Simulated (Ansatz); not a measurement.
Input:

```
SrTiO3
1.0
    3.90274     0.00000     0.00000
    0.00000     3.90274     0.00000
    0.00000     0.00000     3.90274
Sr Ti O
1 1 3
Direct
  0.00000   0.00000   0.00000
  0.50000   0.50000   0.50000
  0.00000   0.50000   0.50000
  0.50000   0.50000   0.00000
  0.50000   0.00000   0.50000
```

No spin polarisation.

Calculations: r2SCAN (Ansatz, a program for electronic structure), without spin-orbit coupling, earlier PAW set. Γ-centred 9×9×9 mesh, Fermi–Dirac width 0.05 eV.

### Question
Predict the smallest direct gap and gap character.

### Answer
The smallest direct gap comes out as 2.63 eV. The gap character is indirect, R → Γ.

Load acts through the strain it causes; cell and atoms are relaxed under it. No phonon test of stability was made. All final runs are without spin polarisation. The cell was made from SrTiO$_{3}$ in the cubic perovskite structure (space group Pm-3m, No. 221) by this change: pressure 0.7 GPa. Many cubic perovskites are stable only at high temperature; tilts and polar distortions were not tested.
